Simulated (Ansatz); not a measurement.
**InP, response to strain**

Consider InP in the zinc blende structure (space group F-43m, No. 216).

```yaml
crystal:
  lattice:
    - [0.00000, 2.91346, 2.91346]
    - [2.91346, 0.00000, 2.91346]
    - [2.91346, 2.91346, 0.00000]
  atoms:
    - { symbol: In, position: [0.00000, 0.00000, 0.00000] }
    - { symbol: P, position: [0.25000, 0.25000, 0.25000] }
```

Cartesian axes are those of the cell as printed.

Strains are applied to the cell and any free atomic positions relax.

All numbers come from LDA, PAW, 420 eV (Ansatz, a first-principles code; no spin-orbit coupling).

Candidates:
(a) uniaxial strain ε_zz = −2.00 %
(b) uniaxial strain ε_zz = +3.00 %
(c) uniaxial strain ε_zz = +1.00 %

Before the change:

The band gap is 0.58 eV.

Question: Order them by band gap, lowest first.

Answer: (b) uniaxial strain ε_zz = +3.00 % (0.36 eV), (c) uniaxial strain ε_zz = +1.00 % (0.51 eV), (a) uniaxial strain ε_zz = −2.00 % (0.62 eV)

Whether these cells are dynamically stable was not tested.
